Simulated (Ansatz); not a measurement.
Consider CdF2 in the fluorite structure (space group Fm-3m, No. 225).

```
CELL_PARAMETERS angstrom
      0.00000     2.69198     2.69198
      2.69198     0.00000     2.69198
      2.69198     2.69198     0.00000
ATOMIC_POSITIONS crystal
  Cd 0.00000 0.00000 0.00000
  F  0.25000 0.25000 0.25000
  F  0.75000 0.75000 0.75000
```

Calculations: DFT with PBEsol, PAW potentials and a 420 eV plane-wave cutoff in Ansatz (an electronic-structure program), no SOC.

For the base:

The pressure is 0.00 GPa.

Modification: every lattice vector is shortened by 1.00 %; the atoms relax in the strained cell.

**Question.** How does this affect the pressure and energy relative to the base?

**Answer.** The pressure goes from zero to 3.51 GPa; the energy grows by 4.1 meV/atom.

Whether these cells are dynamically stable was not tested.
